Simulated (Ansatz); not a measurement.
Base system: AlAs in the zinc blende structure (space group F-43m, No. 216; a = 5.7281 Å).

(Cell as relaxed with PBE.)

Levels (all Ansatz, a quantum-chemistry and plane-wave program, PAW, earlier PAW set): PBE (420 eV, scalar-relativistic without spin-orbit coupling); PBEsol (420 eV, no spin-orbit coupling).

Each level relaxes its own structure.

| base | PBE | PBEsol |
|---|---|---|
| volume per atom | 23.49 Å³ | 22.84 Å³ |
| lattice parameter a | 5.728 Å | 5.674 Å |
| band gap | 1.50 eV | 1.34 eV |

The change: a fraction x = 0.333 of the As sites is given to Ga, ordered in a cell of 6 atoms (starting symmetry P3m1) and fully relaxed.

```csv
quantity,PBE,PBEsol
shortest interatomic distance,2.452 Å,2.429 Å
band gap,zero,zero
deviation of the volume from the linear (Vegard-type) interpolation,-0.2 %,-0.2 %
```

PBE's shortest interatomic distance lies 0.0236 Å above PBEsol's (1.0 %); the two agree on the band gap and deviation of the volume from the linear. Neither level is exact; PBEsol is the comparison here, not a measurement.

These are small ordered cells, not random alloys; other orderings at the same x differ. Whether these cells are dynamically stable was not tested. The final runs are not spin-polarised.
